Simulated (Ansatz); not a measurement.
Re: response to strain

Consider Re in the hcp (Mg type) structure (space group P6_3/mmc, No. 194; a = 2.752 Å, c = 4.440 Å; relaxed with 0.1 eV smearing).

Strains are applied to the cell and any free atomic positions relax.

Computed with PBEsol, PAW, 420 eV (Ansatz, a quantum-chemistry and plane-wave program; no SOC).

Notes on the quantities. pressure: mean of the normal stresses, compression positive; energy relative to the base: free energy F.

```csv
case,pressure,energy relative to the base,shortest interatomic distance
base,0.0 GPa,0 meV/atom,2.730 Å
isotropic strain −3.00 %,43.5 GPa,+159 meV/atom,2.648 Å
isotropic strain −2.50 %,35.0 GPa,+109 meV/atom,2.662 Å
isotropic strain −2.00 %,27.0 GPa,+68 meV/atom,2.675 Å
isotropic strain −1.50 %,[?],[?],2.689 Å
isotropic strain −1.00 %,12.6 GPa,+17 meV/atom,2.703 Å
isotropic strain −0.50 %,6.1 GPa,+4.1 meV/atom,2.716 Å
isotropic strain +0.50 %,-5.7 GPa,+3.9 meV/atom,2.744 Å
isotropic strain +1.00 %,-10.9 GPa,+15 meV/atom,2.757 Å
isotropic strain +3.00 %,-28.4 GPa,+130 meV/atom,2.812 Å
```

Problem. Fill in the withheld entries from the trend.

Solution. 
- isotropic strain −1.50 %, pressure: 19.6 GPa
- isotropic strain −1.50 %, energy relative to the base: +38 meV/atom

No phonon test of stability was made. The final runs are not spin-polarised.
